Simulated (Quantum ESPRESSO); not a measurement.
Worked example: self-consistent single point of NiBi (P6_3/mmc, 4 atoms in the cell) in Quantum ESPRESSO.

Computed with LDA (PZ), PSlibrary PAW (LDA) pseudopotentials (plane waves; Quantum ESPRESSO).

The change in words: lattice scaled by 0.98. Reference geometry:
```yaml
crystal:
  lattice:
    - [4.06194, 0.00000, 0.00000]
    - [-2.03097, 3.51774, 0.00000]
    - [0.00000, 0.00000, 5.17249]
  atoms:
    - { symbol: Ni, position: [0.00000, 0.00000, 0.50000] }
    - { symbol: Ni, position: [0.00000, 0.00000, 0.00000] }
    - { symbol: Bi, position: [0.33333, 0.66667, 0.25000] }
    - { symbol: Bi, position: [0.66667, 0.33333, 0.75000] }
```

Reference input (self-consistent single point, DFT, LDA (PZ), plane waves, PSlibrary PAW (LDA) pseudopotentials): ecutwfc = 50 Ry; ecutrho = 500 Ry; occupations = smearing; smearing = fermi-dirac; degauss = 0.0073499 Ry; potentials = {Ni: Ni.pz-n-kjpaw_psl.1.0.0.UPF, Bi: Bi.pz-dn-kjpaw_psl.1.0.0.UPF}; K_POINTS = automatic 10 10 7 0 0 0; conv_thr = 1e-11 Ry; mixing_beta = 0.4. This run's input differs from it in these lines:

```diff
@@ -26,6 +26,6 @@
 ATOMIC_POSITIONS {bohr}
-Ni    0.00000000    0.00000000    4.88729852
+Ni    0.00000000    0.00000000    4.78955244
 Ni    0.00000000    0.00000000    0.00000000
-Bi    0.00000000    4.43170997    2.44364926
-Bi    3.83797342    2.21585498    7.33094778
+Bi    0.00000000    4.34307549    2.39477622
+Bi    3.76121371    2.17153775    7.18432865
 K_POINTS {automatic}
@@ -33,5 +33,5 @@
 CELL_PARAMETERS {angstrom}
-   4.06193614     0.00000000     0.00000000
-  -2.03096807     3.51773988     0.00000000
-   0.00000000     0.00000000     5.17249400
+   3.98069716     0.00000000     0.00000000
+  -1.99034858     3.44738486     0.00000000
+   0.00000000     0.00000000     5.06904400
```

Output (repeated stretches shortened):

```
     Self-consistent Calculation

     iteration #  1     ecut=    50.00 Ry     beta= 0.40

     total energy              =   -2127.97973224 Ry
     estimated scf accuracy    <       1.76748431 Ry

     iteration #  2     ecut=    50.00 Ry     beta= 0.40

     total energy              =   -2127.93322849 Ry
     estimated scf accuracy    <       8.00868180 Ry

     iteration #  3     ecut=    50.00 Ry     beta= 0.40

     total energy              =   -2128.79204263 Ry
     estimated scf accuracy    <       0.02135022 Ry

   [... 9 blocks of this kind left out ...]

     iteration # 13     ecut=    50.00 Ry     beta= 0.40

     total energy              =   -2128.80722519 Ry
     estimated scf accuracy    <          3.2E-10 Ry

     iteration # 14     ecut=    50.00 Ry     beta= 0.40
     End of self-consistent calculation

     the Fermi energy is    15.1987 ev

!    total energy              =   -2128.80722519 Ry
     estimated scf accuracy    <          9.6E-12 Ry
     smearing contrib. (-TS)   =      -0.00569920 Ry
     internal energy E=F+TS    =   -2128.80152599 Ry

     convergence has been achieved in  14 iterations

     Forces acting on atoms (cartesian axes, Ry/au):

     atom    1 type  1   force =     0.00000000    0.00000000    0.00000000
   [... zero for the other atoms too ...]

     Total force =     0.000000     Total SCF correction =     0.000000

          total   stress  (Ry/bohr**3)                   (kbar)     P=       66.80
   0.00047674   0.00000000   0.00000000           70.13        0.00        0.00
   0.00000000   0.00047674  -0.00000000            0.00       70.13       -0.00
   0.00000000  -0.00000000   0.00040884            0.00       -0.00       60.14

   JOB DONE.
```

The run converged in 14 iterations. Against the reference run the free energy goes up by 23.3 meV/atom and the pressure goes from -1.30 to 6.68 GPa.

The starting cell comes from a database of computed structures (which also holds hypothetical and non-ambient phases and stackings), without a prior relaxation at this level. Its lattice was rescaled by a random factor within 2.5 % of one. For this run, on top of that: lattice scaled by 0.98. Spin polarisation is off. With a pressure of about 7 GPa the cell is away from its equilibrium volume at this level.

Cost on one core of a shared machine: roughly 90 s.
